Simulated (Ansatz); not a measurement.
InAs (Pa-3, No. 205, 16 atoms in the cell; start mp-20412; a measured phase of this formula has another space group)

Method: PBEsol in Ansatz (PAW).

Numerical settings: plane-wave cutoff 520 eV, 8×8×8 k mesh, Fermi–Dirac smearing 0.05 eV, scalar-relativistic PAW data made under PBE.

Cell (relaxed at this level):

```cif
data_As8In8
_chemical_formula_sum 'In8 As8'
_space_group_name_H-M_alt 'P 1'
_space_group_IT_number 1
_cell_length_a 7.42204
_cell_length_b 7.42204
_cell_length_c 7.42204
_cell_angle_alpha 90.000
_cell_angle_beta 90.000
_cell_angle_gamma 90.000
loop_
_space_group_symop_operation_xyz
  'x, y, z'
loop_
_atom_site_label
_atom_site_type_symbol
_atom_site_fract_x
_atom_site_fract_y
_atom_site_fract_z
_atom_site_occupancy
In1 In 0.33933 0.16067 0.83933 1
In2 In 0.66067 0.83933 0.16067 1
In3 In 0.16067 0.83933 0.33933 1
In4 In 0.83933 0.16067 0.66067 1
In5 In 0.83933 0.33933 0.16067 1
In6 In 0.16067 0.66067 0.83933 1
In7 In 0.66067 0.66067 0.66067 1
In8 In 0.33933 0.33933 0.33933 1
As1 As 0.13543 0.36457 0.63543 1
As2 As 0.86457 0.63543 0.36457 1
As3 As 0.36457 0.63543 0.13543 1
As4 As 0.63543 0.36457 0.86457 1
As5 As 0.63543 0.13543 0.36457 1
As6 As 0.36457 0.86457 0.63543 1
As7 As 0.86457 0.86457 0.86457 1
As8 As 0.13543 0.13543 0.13543 1
```

```json
{
  "band_gap": "zero (no gap)"
}
```

Note: the relaxation could not lower the start's symmetry, so the cell can be a saddle point above a distorted one.

Spin–orbit coupling is not included; it can open a gap where bands touch, and shift volumes and moduli.

A start named mp-… is a Materials Project structure, which need not be a measured phase.

Ansatz is an electronic-structure program.
